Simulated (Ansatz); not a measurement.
The starting structures come from a database of crystals and need not be the phases stable at ambient conditions.

 Where the default PAW files enter, the runs use the earlier of Ansatz's two default sets.

By LDA and PBEsol, the system below comes out a metal.

Data:

```yaml
crystal:
  lattice:
    - [2.87048, 0.00000, 0.00000]
    - [-0.95683, 2.70631, 0.00000]
    - [0.95683, 1.35316, 2.34373]
  atoms:
    - { symbol: Au, position: [0.00000, 0.00000, 0.00000] }
```

Space group of this cell: Im-3m, bcc (W type). The cell is taken as given; by PBEsol its mean pressure is -9.4 GPa.

The current runs along the normal of the first two printed vectors, the (110) plane. All runs by Ansatz (a first-principles code), plane waves and PAW, without spin-orbit coupling; the base is PBEsol.

```json
[
 {"run": "base", "mean pressure (GPa)": "-9.4", "G/A, both spins (10¹⁵ S/m²)": "0.84"},
 {"run": "all lengths scaled by 0.98", "mean pressure (GPa)": "-0.8", "G/A, both spins (10¹⁵ S/m²)": "[?]"},
 {"run": "all lengths scaled by 1.02", "mean pressure (GPa)": "-15.0", "G/A, both spins (10¹⁵ S/m²)": "0.81"},
 {"run": "lda in place of pbesol", "mean pressure (GPa)": "-13.5", "G/A, both spins (10¹⁵ S/m²)": "0.84"},
 {"run": "lengths across the current scaled by 0.98, ions clamped", "mean pressure (GPa)": "-4.0", "G/A, both spins (10¹⁵ S/m²)": "[?]"},
 {"run": "lengths across the current scaled by 1.02, ions clamped", "mean pressure (GPa)": "-13.3", "G/A, both spins (10¹⁵ S/m²)": "0.82"},
 {"run": "lengths along the current scaled by 0.97, ions clamped", "mean pressure (GPa)": "-5.3", "G/A, both spins (10¹⁵ S/m²)": "0.86"},
 {"run": "lengths along the current scaled by 1.03, ions clamped", "mean pressure (GPa)": "-12.3", "G/A, both spins (10¹⁵ S/m²)": "0.82"}
]
```

### Question
Fill in the missing entries.

### Answer

- all lengths scaled by 0.98, G/A, both spins (10¹⁵ S/m²): 0.87
- lengths across the current scaled by 0.98, ions clamped, G/A, both spins (10¹⁵ S/m²): 0.87
